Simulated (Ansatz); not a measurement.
Given:

```yaml
crystal:
  lattice:
    - [3.85467, 0.00000, 0.00000]
    - [0.00000, 3.85467, 0.00000]
    - [0.00000, 0.00000, 7.63274]
  atoms:
    - { symbol: Sr, position: [0.00000, 0.00000, 0.00000] }
    - { symbol: Be, position: [0.00000, 0.00000, 0.50000] }
    - { symbol: Ti, position: [0.50000, 0.50000, 0.25958] }
    - { symbol: Ti, position: [0.50000, 0.50000, 0.74042] }
    - { symbol: O, position: [0.00000, 0.50000, 0.26435] }
    - { symbol: O, position: [0.00000, 0.50000, 0.73565] }
    - { symbol: O, position: [0.50000, 0.50000, 0.00000] }
    - { symbol: O, position: [0.50000, 0.50000, 0.50000] }
    - { symbol: O, position: [0.50000, 0.00000, 0.26435] }
    - { symbol: O, position: [0.50000, 0.00000, 0.73565] }
```

No spin polarisation.

Calculations: DFT with r2SCAN, PAW potentials and a 500 eV plane-wave cutoff in Ansatz (an electronic-structure program), no spin-orbit coupling. k-mesh 9×9×5 (Γ-centred); smearing 0.05 eV (Fermi–Dirac).

Question: Predict the band gap and gap character.

Answer: The band gap is 2.14 eV and the gap character (in this cell's own zone, which can be folded) is indirect, M → Γ.

Each cell is one ordered arrangement of few atoms, which overstates ordering effects compared with a random alloy. Stability against distortions was not tested. All final runs are without spin polarisation. The cell was made from SrTiO3 by this change: x(Be) = 0.5, 10 atoms, P4/mmm. Many cubic perovskites are stable only at high temperature; tilts and polar distortions were not tested.
